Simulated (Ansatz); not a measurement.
Ansatz (a quantum-chemistry and plane-wave program) run on Cd₂SeS (P3m1, 4 atoms in the cell): relaxation of cell and atoms.

Method: PBEsol, default PAW files made with PBE (plane waves; Ansatz).

The change in words: atoms on their sites; basis.ecutwfc: 420 eV → 295 eV; relax: default → cell and atoms. Reference geometry:
```yaml
crystal:
  lattice:
    - [4.31054, 0.00000, 0.00000]
    - [-2.15527, 3.73304, 0.00000]
    - [0.00000, 0.00000, 7.02889]
  atoms:
    - { symbol: Cd, position: [0.00000, 0.00000, 0.49734] }
    - { symbol: Cd, position: [0.33333, 0.66667, 0.00964] }
    - { symbol: Se, position: [0.33333, 0.66667, 0.62575] }
    - { symbol: S, position: [0.00000, 0.00000, 0.12238] }
```

Reference input (self-consistent single point, DFT, PBEsol, plane waves, default PAW files made with PBE): basis.ecutwfc = 420 eV; kpoints.mp_grid.grid = 7 7 4; hamiltonian.xc = pbesol; hamiltonian.pseudopotentials = {kind: paw} (the program's default PAW files); scf.occupations.method = fermi_dirac; scf.occupations.width = 0.05 eV. This run's input differs from it in these lines:

Ansatz 0.2 input:
```diff
@@ -7,3 +7,3 @@
   atoms:
-    - { symbol: Cd, position_ang: [0.000000, 0.000000, 3.495771] }
+    - { symbol: Cd, position_ang: [0.000000, 0.000000, 3.445775] }
     - { symbol: Cd, position_ang: [-0.000002, 2.488695, 0.067759] }
@@ -12,3 +12,3 @@
 basis:
-  ecutwfc: 420.0 eV
+  ecutwfc: 295.0 eV
 kpoints:
@@ -20,2 +20,4 @@
   occupations: { method: fermi_dirac, width: 0.05 eV }
+relax:
+  cell: {}
 output:
```

Log, with long lists cut:

```
   [... SCF lines of the steps left out ...]
relax step   1: F+E_penalty+E_count = -22679.14007077 eV  Δ(F+E_penalty+E_count) = +0.000e0 eV  max|allowed force component| = 3.450e-2 eV/Å  Δτ_max = 0.0000 Å  P = -3.231 GPa  Ω = 113.105 Å³  (8 SCF iters, dr2 threshold 1.00e-7 eV, accepted)
relax step   2: F+E_penalty+E_count = -22679.46027577 eV  Δ(F+E_penalty+E_count) = -3.202e-1 eV  max|allowed force component| = 1.284e-1 eV/Å  Δτ_max = 0.0077 Å  P = +4.896 GPa  Ω = 103.601 Å³  energy of the carried Pulay correction = +3.674e-1 eV  [...]
   [... lines left out ...]
relax step  13: F+E_penalty+E_count = -22679.22639881 eV  Δ(F+E_penalty+E_count) = -8.355e-3 eV  max|allowed force component| = 1.909e-3 eV/Å  Δτ_max = 0.0002 Å  P = +0.002 GPa  Ω = 105.701 Å³  energy of the carried Pulay correction = +8.270e-3 eV  [...]
relax step  14: F+E_penalty+E_count = -22679.21897818 eV  Δ(F+E_penalty+E_count) = +7.421e-3 eV  max|allowed force component| = 2.434e-3 eV/Å  Δτ_max = 0.0000 Å  P = -0.025 GPa  Ω = 105.701 Å³  stress off target by 3.07e-2 GPa  SCF on the basis [...]
basis re-selected at this cell: Δ(F+E_penalty+E_count) = +7.421e-3 eV, ΔP = -0.027 GPa vs the last step
the relaxation is at rest under the 6 symmetry operations that the run kept from its start: a minimum is not shown …
Free energy (F): -22679.218978 eV
Internal energy: -22679.218960 eV  (E = F + TS)
E sigma→0 (E₀):  -22679.218969 eV
Entropy (-TS):   -0.000018 eV (-0.004 meV/atom)
Fermi energy:    7.578289 eV
--- Forces (eV/Å), atoms counted from 1 ---
  atom   1  Cd     0.00000000     0.00000000     0.00217833
   [... lines left out ...]
  cell:  # Å, volume = 105.7015 Å³
   [... lines left out ...]
  atoms:
    - { symbol: Cd, position: [9.064223618319991e-18, -8.219043119699841e-33, 0.48867522036774635] }
    - { symbol: Cd, position: [0.33333333333333326, 0.6666666666666665, 0.010856957855245552] }
    - { symbol: Se, position: [0.33333333333333326, 0.6666666666666665, 0.626882167563664] }
    - { symbol: S, position: [9.156011764859985e-18, -7.79023379689742e-33, 0.12158569518707293] }
```

The run converged. 

Summary of the result:
| Item | Value |
|---|---|
| Free energy E − TS (on the zero of these files) | -22679.2190 eV |
| Gap on the k-point mesh | 0.67 eV |
| Pressure | -0.03 GPa |
| Largest force (vector length) | 0.002 eV/Å |
| Final cell | a = 4.212 Å, b = 4.212 Å, c = 6.878 Å, α = 90.00°, β = 90.00°, γ = 120.00° |
| Final volume per atom | 26.43 Å³ |
| Relaxation steps | 14 |

The starting cell comes from a database of computed structures (which also holds hypothetical and non-ambient phases and stackings), without a prior relaxation at this level. Its lattice was rescaled by up to half a per cent. The relaxation keeps the symmetry of its start, so its end need not be a minimum. Ansatz's pressure includes its estimate of the finite-basis (Pulay) stress. Without the estimate this run gives -6.42 GPa. The cutoff lies below the one recommended for these files.

Cost on one core of a shared machine: roughly 60 s.
